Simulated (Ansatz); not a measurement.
**Hypothetical simple cubic Ag, response to strain**

Start from Ag in the simple cubic structure (space group Pm-3m, No. 221; a = 2.7507 Å; a hypothetical phase, not in the database extracts checked; relaxed with 0.1 eV smearing). Axes: x, y, z lie along the cube axes.

Strains are applied to the cell and any free atomic positions relax; under biaxial strain the out-of-plane vector relaxes too; under stress the whole cell relaxes.

Levels (all Ansatz, a program for electronic structure, PAW): PBE (420 eV, spin-orbit coupling left out); PBEsol (420 eV, scalar-relativistic without spin-orbit coupling).

The base cell above is that of PBE; each level relaxes its own structures.

```csv
case,"volume per atom, PBE","volume per atom, PBEsol"
"biaxial strain −1.46 %, plane normal [001], relaxed out of plane",20.24 Å³,18.83 Å³
"biaxial strain +1.03 %, plane normal [001], relaxed out of plane",21.22 Å³,19.74 Å³
"uniaxial stress, 8 GPa tension along x",22.23 Å³,20.16 Å³
```

PBE lies above PBEsol in every row, by 1.41 Å³ to 2.07 Å³. They put the cases in the same order.

Beyond what the load breaks, stability against distortions was not tested.
